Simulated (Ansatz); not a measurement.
## Carrier properties of CdS under load (space group P6_3mc)

```xyz
4
Lattice="4.2053 0.0000 0.0000 -2.1027 3.6419 0.0000 0.0000 0.0000 6.3186" Properties=species:S:1:pos:R:3 pbc="T T T"
Cd     0.0000     2.4279    -0.0722
Cd     2.1027     1.2140     3.0870
S      0.0000     2.4279     2.4417
S      2.1027     1.2140     5.6010
```

The numbers are results of r2SCAN with spin-orbit coupling, rigid bands (plane waves, PAW; Ansatz, a quantum-chemistry and plane-wave program), not measurements. Condition of this run: uniaxial stress along c of 3.2 GPa (compression positive) (the target of the relaxation). Geometry: cell and atoms relaxed with PBEsol, then loaded as said.

```yaml
band_gap: 1.73 eV
electron conductivity mass (300 K, dilute): 0.171 (x), 0.171 (y), 0.181 (z) mₑ
hole conductivity mass (300 K, dilute): 1.56 (x), 1.56 (y), 0.52 (z) mₑ
effective density of states N_c (300 K): 1.8e18 cm⁻³
effective density of states N_v (300 K): 2.7e19 cm⁻³
density_of_states_mass_electrons: 0.172 mₑ
density_of_states_mass_holes: 1.06 mₑ
Seebeck coefficient, n-type 1e19 cm⁻³, 300 K: -102 μV/K
Seebeck coefficient, p-type 1e19 cm⁻³, 300 K: 319 μV/K
```

Rigid bands; masses and Seebeck coefficients take one relaxation time τ for all states and one kind of carrier; polarons and phonon drag are left out. Geometry: cell and atoms relaxed with PBEsol.
